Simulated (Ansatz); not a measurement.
Functionals compared on the (103) surface of beta tin in its 1x1 cell, outermost plane spacing 0.79 Å in the ideal cut (one of several cuts of this face), in Ansatz (plane waves, PAW). The structure was relaxed with PBE; the other rows are single points on it. Cutoff 420 eV (500 eV for r2SCAN).

Model: 20-atom slab, 10.3 Å thick at the start (thin: gaps and levels are the slab's own), 7x4x1 mesh, Fermi-Dirac 0.1 eV, dipole correction, all atoms relaxed; held to the part of the start's symmetry that mesh and held atoms allow; no spin, no spin-orbit, no U. These notes are the PBE run's.

```json
[
 {"functional": "PBE", "work function of the top face (eV)": "4.04", "rough cost of the single point": "–"},
 {"functional": "LDA", "work function of the top face (eV)": "4.31", "rough cost of the single point": "very roughly 7 core-minutes"},
 {"functional": "PBEsol", "work function of the top face (eV)": "?", "rough cost of the single point": "very roughly 6 core-minutes"},
 {"functional": "RPBE", "work function of the top face (eV)": "3.93", "rough cost of the single point": "very roughly 6 core-minutes"},
 {"functional": "r2SCAN", "work function of the top face (eV)": "4.16", "rough cost of the single point": "very roughly 12 core-minutes"}
]
```

Question: Fill in the missing entries.

Answer: 
- PBEsol, work function of the top face (eV): 4.12

Ansatz is a quantum-chemistry and plane-wave program.
